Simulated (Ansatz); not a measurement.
Data:

```xyz
6
Lattice="3.2853 0.0000 0.0000 -1.6426 2.8451 0.0000 0.0000 0.0000 12.8232" Properties=species:S:1:pos:R:3 pbc="T T T"
Mo     0.0000     0.0000     3.2058
Mo     0.0000     0.0000     9.6174
Se     0.0000     1.8968     4.8756
Se     1.6426     0.9484     7.9476
Se     1.6426     0.9484    11.2872
Se     0.0000     1.8968     1.5360
```

The cell was relaxed by PBE-D3(BJ); by PBEsol it stands under a pressure of -1.0 GPa.

Transport runs along the normal of the first two printed cell vectors, the (001) plane of the conventional cell.

No gap correction and no spin-orbit coupling; mid-gap is the computed energy nearest the middle.

Task: State the band gap and the smallest decay constant κ at mid-gap according to PBEsol (Ansatz, a program for electronic structure).

Result: Gap 0.83 eV on a 12×12×4 mesh; κ = 0.192 1/Å, at (0.167, 0.167) of the in-plane reciprocal vectors. At the zone centre the slowest state has κ = 0.43 1/Å.
